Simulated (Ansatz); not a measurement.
# A computed series for SrCl2: response to strain

Consider SrCl₂ in the fluorite structure (space group Fm-3m, No. 225; a = 6.908 Å).

Strains are applied to the cell and any free atomic positions relax.

Method: PBEsol in Ansatz (plane waves to 420 eV, PAW, scalar-relativistic without spin-orbit coupling).

Candidates:
(a) isotropic strain +2.50 %
(b) isotropic strain −2.00 %
(c) isotropic strain −2.50 %
(d) isotropic strain −1.50 %
(e) isotropic strain +1.50 %

Notes on the quantities. energy relative to the base: free energy F.

Question: Order them by energy relative to the base, highest first.

Answer: (c) isotropic strain −2.50 % (+20 meV/atom), (a) isotropic strain +2.50 % (+17 meV/atom), (b) isotropic strain −2.00 % (+13 meV/atom), (d) isotropic strain −1.50 % (+7.0 meV/atom), (e) isotropic strain +1.50 % (+6.3 meV/atom)

Stability against distortions was not tested.

Ansatz is a first-principles code.
